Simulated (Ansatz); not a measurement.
Functionals compared on a constructed model of the (0001) surface of hcp Hf, a pseudomorphic layer of W in the host's stacking (bottom of the slab: a bare face, its two planes held), in Ansatz (plane waves, PAW). The structure was relaxed with PBE; the other rows are single points on it. Cutoff 420 eV (500 eV for r2SCAN).

Slab: 7 atoms, 15.6 Å thick at the start; k 13x13x1, smearing 0.1 eV, dipole-corrected; 2 atoms held, the rest relaxed; start symmetry kept, larger cells not searched; no spin, no spin-orbit, no U. It is one candidate, not shown to be the stable structure of the face. These notes are the PBE run's.

```csv
functional,work function of the top face (eV),rough cost of the single point
PBE,4.37,–
RPBE,4.25,about 70 core-seconds (a rough figure)
r2SCAN,4.44,very roughly 2.1 core-minutes
```

Ansatz is an electronic-structure program.
